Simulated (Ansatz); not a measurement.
An Ansatz (a first-principles code) input (DFT with PBEsol, PAW potentials and a 420 eV plane-wave cutoff in Ansatz, without spin-orbit coupling):

Ansatz 0.2 input:
```yaml
crystal:
  lattice:
    - [4.9489917547, 0, 0]
    - [-2.4744958774, 4.2859525827, 0]
    - [0, 0, 5.4006684222]
  atoms:
    - { symbol: Si, position: [0, 0.4704309213, 0.3333333333] }
    - { symbol: Si, position: [0.5295690787, 0.5295690787, 0] }
    - { symbol: Si, position: [0.4704309213, 0, 0.6666666667] }
    - { symbol: O, position: [0.2667903811, 0.4125668408, 0.214352033] }
    - { symbol: O, position: [0.5874331592, 0.8542235403, 0.8810186997] }
    - { symbol: O, position: [0.7332096189, 0.1457764597, 0.4523146337] }
    - { symbol: O, position: [0.8542235403, 0.5874331592, 0.1189813003] }
    - { symbol: O, position: [0.4125668408, 0.2667903811, 0.785647967] }
    - { symbol: O, position: [0.1457764597, 0.7332096189, 0.5476853663] }
basis: { ecutwfc: 420, ecutrho_ratio: 4, xc_grid: 2, fft_grid_basis: typed }
kpoints: { mp_grid: { grid: [8, 8, 6] } }
hamiltonian:
  xc: pbesol
  dispersion: none
  pseudopotentials: { kind: paw }
scf: { occupations: { method: fermi_dirac, width: 0.05 }, convergence: { dr2_threshold: 0.0000000009 } }
relax: { f_tol: 0.005, max_steps: 50 }
output: { forces: true, stress: true }
checkpoint: { write: state.ck, write_every: 1000 }
```

Question: Which symmetry and how many k-points will the program report, and about how many plane waves at Γ?

Answer: Space group P3221 (ITA 154) with 6 operations, k-points 50 of 384, and 2209 plane waves at Γ.

Question: And the final pressure?

Answer: 0.29 GPa (compression positive).

The cells carry an imposed strain or load. No phonon test of stability was made. The cell was made from SiO2 (space group P3_221, No. 154) by this change: uniaxial strain ε_zz = −0.75 %.
